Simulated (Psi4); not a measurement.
Psi4 1.11, unrestricted PBE0/def2-tzvp: Mn(Br)2 ([Br][Mn][Br]), charge 0, multiplicity 6, 3 atoms. The geometry is a generated start, not checked to be a minimum at this level.

```yaml
task: energy
method: pbe0
basis: def2-tzvp
memory: 3 GB
maxiter: 100
keys_of_the_molecule_block: symmetry c1
scf_type: df (default)
e_convergence: 1e-06 (default)
d_convergence: 1e-06 (default)
dft_radial_points: 75 (default)
dft_spherical_points: 302 (default)
basis_functions: 141
grid_points: 64506
```

```xyz
3

Mn     0.5216     0.0412    -0.0495
Br    -0.4998     1.5580    -1.2174
Br    -0.0218    -1.5992     1.2669
```

Charge 0 and multiplicity 6 are set for this test and not shown to be the ground state.

With the defaults (diis = true, scf_initial_accelerator = adiis, damping_percentage = 0, diis_max_vecs = 10, guess = auto, which took SAD, soscf = false) it converges in 12 SCF iterations. One run each on 2 threads, with these changes:
- guess = sapgau
- soscf = true
- diis = false, scf_initial_accelerator = none, damping_percentage = 60
- damping_percentage = 20
- diis_max_vecs = 20
- diis_max_vecs = 3
- guess = core
- guess = modhuckel
- guess = sadno

Name the settings that don't reach the solution of the defaults.

No convergence: diis = false, scf_initial_accelerator = none, damping_percentage = 60 (the run ends without SCF convergence in 100 iterations). The rest reach the solution of the defaults.

```json
[
 {"setting": "guess = sadno", "SCF iterations": "10", "JK calls": "10", "end": "same solution"},
 {"setting": "guess = modhuckel", "SCF iterations": "11", "JK calls": "27", "end": "same solution"},
 {"setting": "guess = sapgau", "SCF iterations": "11", "JK calls": "11", "end": "same solution"},
 {"setting": "the defaults", "SCF iterations": "12", "JK calls": "13", "end": "same solution"},
 {"setting": "diis_max_vecs = 20", "SCF iterations": "12", "JK calls": "13", "end": "same solution"},
 {"setting": "soscf = true", "SCF iterations": "12", "JK calls": "43", "end": "same solution"},
 {"setting": "diis_max_vecs = 3", "SCF iterations": "15", "JK calls": "16", "end": "same solution"},
 {"setting": "guess = core", "SCF iterations": "15", "JK calls": "15", "end": "same solution"},
 {"setting": "damping_percentage = 20", "SCF iterations": "27", "JK calls": "28", "end": "same solution"},
 {"setting": "diis = false, scf_initial_accelerator = none, damping_percentage = 60", "SCF iterations": "100", "JK calls": "101", "end": "no convergence"}
]
```

An SOSCF iteration holds several JK calls; a Hückel guess adds calls on atoms. 1 further run of the study ended by our limits or in an error and is left out.
